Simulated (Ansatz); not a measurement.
Structures of equal composition on the (0001) surface of hcp Ti: a layer of Mg in place of the second plane; a layer of Mg in place of the third plane. The slabs share one bottom face, and each structure is named by its start. These are constructed structures in small cells; real faces may alloy, dewet or reconstruct in larger ones, and not all known structures of the face are among them. Slabs of about 12 Å with all that they carry, Fermi-Dirac smearing of 0.1 eV. Bottom of the slabs: a bare face, its two planes held. Relaxed from the named starts with such symmetry as they have, on meshes of like density; energies extrapolated to zero smearing; no spin-orbit coupling, no U. Spin-polarised runs, if any, are marked in brackets, and their order is one that fits the cell; the others ran without spin.

Calculation: PBE (plane waves to 420 eV, PAW; Ansatz, a program for electronic structure).

Task: Rank these by energy per 1x1 cell (lowest first), as PBE gives it.

Result: a layer of Mg in place of the third plane (0.000 eV), a layer of Mg in place of the second plane (0.232 eV)
